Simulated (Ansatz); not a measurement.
**ZrSi2, response to strain**

The reference is ZrSi2 (space group Cmcm, No. 63; a = 3.689 Å, b = 14.858 Å, c = 3.667 Å). Axes: x, y, z lie along a, b, c of the conventional cell.

Strains are applied to the cell and any free atomic positions relax; under biaxial strain the out-of-plane vector relaxes too; under stress the whole cell relaxes.

Method: r2SCAN (Ansatz, a program for electronic structure; PAW; 500 eV plane waves; no spin-orbit coupling).

Notes on the quantities. pressure: mean of the normal stresses, compression positive; energy relative to the base: free energy F.

| case | volume per atom | pressure | energy relative to the base |
|---|---|---|---|
| base | 16.75 Å³ | 0.0 GPa | 0 meV/atom |
| biaxial strain +0.29 %, plane normal [001], relaxed out of plane | 16.82 Å³ | -0.5 GPa | +0.2 meV/atom |
| biaxial strain +2.31 %, plane normal [001], relaxed out of plane | ___ | ___ | ___ |
| isotropic strain −2.83 % | 15.37 Å³ | 13.7 GPa | +55 meV/atom |
| isotropic strain −1.37 % | 16.07 Å³ | 6.0 GPa | +12 meV/atom |
| uniaxial strain ε_zz = −2.57 % | 16.32 Å³ | 4.2 GPa | +11 meV/atom |
| uniaxial strain ε_zz = −2.15 % | 16.39 Å³ | 3.5 GPa | +7.5 meV/atom |
| uniaxial strain ε_zz = +5.05 % | 17.59 Å³ | -6.4 GPa | +36 meV/atom |
| uniaxial stress, 5 GPa compression along z | 16.60 Å³ | – | +5.0 meV/atom |

Question: What belongs in the blanks?

Answer: 
- biaxial strain +2.31 %, plane normal [001], relaxed out of plane, volume per atom: 17.32 Å³
- biaxial strain +2.31 %, plane normal [001], relaxed out of plane, pressure: -3.6 GPa
- biaxial strain +2.31 %, plane normal [001], relaxed out of plane, energy relative to the base: +14 meV/atom

Without a gap, meshes like the base's 13×13×13 leave anisotropic stresses uncertain by several tenths of a GPa, and small strain energies with them. Stability under load was not tested beyond the relaxation. All final runs are without spin polarisation.
